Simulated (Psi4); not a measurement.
Psi4 1.11, PBE/def2-svp: Mo(NH)(S)(Br)(SH) ([NH]=[Mo](=[S])([SH])[Br]), 7 atoms. The geometry is a generated start, not checked to be a minimum at this level.

```
Quantity                                              Value
--------------------------  -------------------------------
task                                                 energy
method                                                  pbe
basis                                              def2-svp
memory                                                 3 GB
maxiter                                                 100
keys of the molecule block                      symmetry c1
scf_type                                       df (default)
guess                        auto, which took SAD (default)
e_convergence                               1e-06 (default)
d_convergence                               1e-06 (default)
dft_radial_points                              75 (default)
dft_spherical_points                          302 (default)
effective core potentials   those of the basis set, past Kr
basis functions                                         123
grid points                                          151609
```

```xyz
7

Mo     0.4188     0.3442    -0.0232
N     -0.2114    -0.6933    -1.2554
H     -0.4314    -1.3390    -2.0053
S      2.4596    -0.0805     0.4963
Br     0.3153     2.6237    -0.6632
S     -0.7378    -0.1007     1.9479
H     -1.8130    -0.7545     1.5028
```

Charge 0 and multiplicity 1 are set for this test and not shown to be the ground state.

With the defaults (diis_max_vecs = 10, diis = true, scf_initial_accelerator = adiis, damping_percentage = 0, level_shift = 0, level_shift_cutoff = 0.01, soscf = false, soscf_start_convergence = 0.01) it converges in 14 SCF iterations. One run each on 2 threads, with these changes:
- diis_max_vecs = 3
- soscf = true
- diis_max_vecs = 6
- diis_max_vecs = 20
- scf_initial_accelerator = none
- soscf = true, soscf_start_convergence = 0.1
- scf_initial_accelerator = ediis
- level_shift = 0.5, level_shift_cutoff = 0.001
- diis = false, scf_initial_accelerator = none, damping_percentage = 60

Name the settings that don't reach the solution of the defaults.

No convergence: diis_max_vecs = 3; diis = false, scf_initial_accelerator = none, damping_percentage = 60 (the run ends without SCF convergence in 100 iterations). The rest reach the solution of the defaults.

```
setting                                                                SCF iterations  JK calls             end
---------------------------------------------------------------------  --------------  --------  --------------
soscf = true                                                                       12        38   same solution
the defaults                                                                       14        15   same solution
level_shift = 0.5, level_shift_cutoff = 0.001                                      14        15   same solution
diis_max_vecs = 20                                                                 14        15   same solution
scf_initial_accelerator = ediis                                                    14        15   same solution
scf_initial_accelerator = none                                                     15        16   same solution
diis_max_vecs = 6                                                                  17        18   same solution
soscf = true, soscf_start_convergence = 0.1                                        37       168   same solution
diis_max_vecs = 3                                                                 100       101  no convergence
diis = false, scf_initial_accelerator = none, damping_percentage = 60             100       101  no convergence
```

An SOSCF iteration holds several JK calls; a Hückel guess adds calls on atoms. 1 further run of the study ended by our limits or in an error and is left out.
